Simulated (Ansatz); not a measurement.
For BeSe (model structure, within 0.1 Å of P4/nmm, No. 129, 8 atoms in the cell), PBEsol (PAW; Ansatz, an electronic-structure program) gives:

| Quantity | Value |
|---|---|
| volume per atom | 19.17 Å³/atom |
| enthalpy of formation | -0.685 eV/atom |

Problem. What does PBE-D3(BJ) (Ansatz, PAW) give for the same quantities?

Solution. 
- equilibrium volume per atom: 17.85 Å³/atom (shrinks by 6.9 %)
- formation enthalpy: -0.635 eV/atom (moves by +0.050 eV/atom)

Changes are worked out from the printed values.

Unless a cell is named, each level is at its own relaxed cell (PBEsol 19.17, PBE-D3(BJ) 17.85 Å³/atom).

Ansatz's density-functional and Hartree–Fock values are scalar-relativistic unless marked +SOC, with PAW data made under PBE.

A model structure was made by putting elements into a prototype or built by hand; it is no filed structure, need not be a known phase, and can be a saddle point held by its symmetry.
